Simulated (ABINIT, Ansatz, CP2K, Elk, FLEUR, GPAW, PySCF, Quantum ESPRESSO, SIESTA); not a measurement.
# One structure in several programs: KCl (Fm-3m, 2 atoms in the cell)

Self-consistent single point.

```xyz
2
Lattice="0.0000 3.1419 3.1419 3.1419 0.0000 3.1419 3.1419 3.1419 0.0000" Properties=species:S:1:pos:R:3 pbc="T T T"
K      0.0000     0.0000     0.0000
Cl     3.1419     3.1419     3.1419
```

Shared settings, as Ansatz (an electronic-structure program) writes them: kpoints.mp_grid.grid = 5 5 5; scf.occupations.method = fermi_dirac; scf.occupations.width = 0.01 eV. Potentials and cutoffs stand in the table.

| code | model | pressure (GPa) | gap on the mesh (eV) | cutoff |
|---|---|---|---|---|
| ABINIT | LDA (PW92), norm-conserving pseudopotentials (PseudoDojo nc-sr-04 LDA standard) | -1.91 | 4.759 | 72 Ry |
| PySCF | LDA, Gaussian basis gth-dzvp-molopt-sr, GTH pseudopotentials gth-pade, FFT density fitting with multigrid | – | 4.781 | grid 60 Ha |
| Elk | LDA (PW92), all-electron FP-LAPW, Elk's shipped species files, APW+lo basis with extra local orbitals | – | 4.758 | rgkmax 7.5 |
| CP2K | LDA (Pade form), GPW, DZVP-MOLOPT-SR-GTH basis, GTH-PADE potentials (GTH_POTENTIALS) | -1.74 | 4.776 | grid 500 Ry |
| Ansatz | LDA (PW92), PAW files made with PBE | -1.90 | 4.759 | default |
| GPAW | LDA (Perdew-Wang 92), GPAW PAW datasets LDA (gpaw-data 1.0.1) | -2.04 | 4.762 | 550 eV |
| FLEUR | LDA (Perdew-Zunger), all-electron FLAPW (FLEUR), scalar-relativistic valence | – | 4.901 | Kmax 3.8 1/bohr |
| SIESTA | LDA PW92, numerical atomic orbitals DZP, PseudoDojo LDA standard norm-conserving potentials (rewritten from UPF to PSML) | -1.10 | 4.648 | grid 350 Ry |
| Quantum ESPRESSO | LDA (PZ), GBRV 1.5 ultrasoft (LDA) pseudopotentials | -2.58 | 4.755 | 40 Ry |

A dash marks a value that a program does not give, or that is left out as unsure.

Gaps are read on the mesh.

The spread over the programs that give each value: pressure within 1.48 GPa; gap on the mesh within 0.253 eV.

PySCF, CP2K and SIESTA use small atom-centred bases, whose incompleteness enters pressures, forces and empty levels differently from a plane-wave cutoff. Elk and FLEUR treat all electrons, but the usual bases taken here (sphere radii, linearisation, local orbitals, empty states) were not tested for convergence, so the values are no reference for the others. Ansatz's pressure is given at a fixed set of plane waves, as the other plane-wave codes print theirs. The same LDA comes in different parametrisations, which differ slightly. In the gap, FLEUR (by 0.142) lies more than 0.12 eV from the median of the plane-wave programs.

The starting cell comes from a database of computed structures (which also holds hypothetical and non-ambient phases and stackings), without a prior relaxation at this level.

Keys are those of Ansatz 0.2.
